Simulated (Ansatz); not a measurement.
The parent structure is Y in the hcp (Mg type) structure (space group P6_3/mmc, No. 194; relaxed with 0.1 eV smearing).

```
CELL_PARAMETERS angstrom
      3.59431     0.00000     0.00000
     -1.79716     3.11277     0.00000
      0.00000     0.00000     5.60992
ATOMIC_POSITIONS crystal
  Y  0.66667 0.33333 0.75000
  Y  0.33333 0.66667 0.25000
```

Cartesian axes are those of the cell as printed.

Level of theory: Ansatz (a program for electronic structure) PBEsol, spin-orbit coupling left out.

Strains are applied to the cell and any free atomic positions relax.

One change was made to it. Results:

```tsv
quantity	base	after
energy relative to the base (free energy F)	0 meV/atom	+4.9 meV/atom
pressure (mean of the normal stresses, compression positive)	0.0 GPa	-1.0 GPa
```

**Question.** What was done to the base?
(A) uniaxial strain ε_zz = +3.00 %
(B) uniaxial strain ε_zz = +1.00 %
(C) uniaxial strain ε_zz = +2.50 %
(D) uniaxial strain ε_zz = −3.00 %

**Answer.** C, uniaxial strain ε_zz = +2.50 %. For comparison, the energy relative to the base in the other runs: uniaxial strain ε_zz = −3.00 % gives +7.6 meV/atom; uniaxial strain ε_zz = +3.00 % gives +7.0 meV/atom; uniaxial strain ε_zz = +1.00 % gives +0.8 meV/atom.

Whether these cells are dynamically stable was not tested. The final runs are not spin-polarised.
